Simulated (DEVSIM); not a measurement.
Structure: Pd/Si3N4/p-GaSb capacitor, at 300 K.

Layer 1 from the left is Si3N4, thickness (nm) 4.20. Layer 2 from the left is GaSb, thickness (nm) 610, Na (cm⁻³) 9.8e17.

Metal gate on the left, work function 5.2 eV. Fixed charge at the semiconductor interface -1.5e11 cm⁻² (in units of +e); no interface traps.

This is a model device: material constants are rounded textbook-type values typed into the input, and sizes, dopings and lifetimes were drawn at random. Values at 300 K.

Si3N4: gap (eV) 5.1, affinity (eV) 2.1, permittivity 7.5. GaSb: gap (eV) 0.726, affinity (eV) 4.06, permittivity 15.7, Nc (cm⁻³) 2.1e17, Nv (cm⁻³) 1.8e19.

DEVSIM, 1D Poisson equation in equilibrium, Boltzmann statistics, complete ionisation; no quantum confinement or tunnelling. Metal contacts follow the ideal Schottky-Mott rule: no Fermi-level pinning, no interface dipoles.

Problem. What does the simulation give for the minimum of the low-frequency capacitance, the flat-band voltage?

Solution. minimum of the low-frequency capacitance 0.350 μF/cm²; flat-band voltage 0.50 V.
